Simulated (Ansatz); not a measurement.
Start from GaN in the zinc blende structure (space group F-43m, No. 216; a = 4.498 Å).

The values are results of Ansatz (a first-principles code) PBEsol, without spin-orbit coupling, not measurements.

Carriers are added at fixed cell with a uniform background; the Fermi–Dirac width is that of 300 K.

One change was made to it. Results:

| quantity | base | after |
|---|---|---|
| gap between the host's bands | 1.70 eV | 1.72 eV |
| Fermi level relative to the doped band's edge (positive inside the band; to 0.05 eV) | – | +0.10 eV |
| gap character | direct at Γ | direct at Γ |

### Question
Which of these changes matches the shifts?
A) electrons 7.0×10^20 cm⁻³
B) holes 7.0×10^20 cm⁻³
C) electrons 5.0×10^20 cm⁻³

### Answer
B, holes 7.0×10^20 cm⁻³. For comparison, the Fermi level from band edge in the other runs: electrons 5.0×10^20 cm⁻³ gives +0.90 eV; electrons 7.0×10^20 cm⁻³ gives +1.10 eV.

Charged cell with a jellium background: band edges are those of the host's band count, energies are not comparable with the neutral cell, and many-body gap narrowing is missing. Stability against distortions was not tested. This is not the structure that GaN has at room temperature and ambient pressure.
